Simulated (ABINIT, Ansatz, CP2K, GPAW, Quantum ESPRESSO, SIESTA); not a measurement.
## One structure in several programs: P (Cmce, 4 atoms in the cell)

Self-consistent single point.

```
P
1.0
    1.64758    -5.46449     0.00000
    1.64758     5.46449     0.00000
    0.00000     0.00000     4.54319
P
4
Cartesian
  1.64758   1.04765   4.13966
  1.64758  -1.04765   0.40353
  1.64758   4.41684   1.86807
  1.64758  -4.41684   2.67512
```

Shared settings, as Ansatz (an electronic-structure program) writes them: kpoints.mp_grid.grid = 8 8 6; scf.occupations.method = gaussian; scf.occupations.width = 0.136 eV. Potentials and cutoffs stand in the table.

| code | model | pressure (GPa) | largest force (eV/Å) | cutoff |
|---|---|---|---|---|
| CP2K | PBEsol, GPW, DZVP-MOLOPT-SR-GTH basis, GTH-PBE potentials (GTH_POTENTIALS) | 0.62 | 0.456 | grid 400 Ry |
| Ansatz | PBEsol, default PAW files made with PBE | -0.61 | 0.299 | default |
| SIESTA | GGA PBEsol, numerical atomic orbitals TZP, PseudoDojo PBEsol standard norm-conserving potentials (rewritten from UPF to PSML) | -0.13 | 0.589 | grid 400 Ry |
| ABINIT | PBEsol, norm-conserving pseudopotentials (PseudoDojo nc-sr-04 PBEsol standard) | -0.62 | 0.299 | 599 eV |
| Quantum ESPRESSO | PBEsol, PSlibrary PAW (PBE) pseudopotentials | -0.50 | 0.313 | 40 Ry |
| GPAW | PBEsol, GPAW PAW datasets PBEsol (made by gpaw-setup) | -0.29 | 0.341 | 550 eV |

The spread over the programs that give each value: pressure within 1.24 GPa; largest force within 0.290 eV/Å.

CP2K and SIESTA use small atom-centred bases, whose incompleteness enters pressures, forces and empty levels differently from a plane-wave cutoff. Ansatz's pressure is given at a fixed set of plane waves, as the other plane-wave codes print theirs. In the pressure, CP2K (by 1.18) lies more than 1 GPa from the median of the plane-wave programs. In the force vectors, CP2K (by 0.161) and SIESTA (by 0.283) lie more than 0.08 eV/Å from the median of the plane-wave programs.

The starting cell comes from a database of computed structures (which also holds hypothetical and non-ambient phases and stackings), without a prior relaxation at this level. Its lattice was rescaled by a random factor within 2.5 % of one.

Left out of this page: Elk (not drawn, or without a comparable value).

Keys are those of Ansatz 0.2.
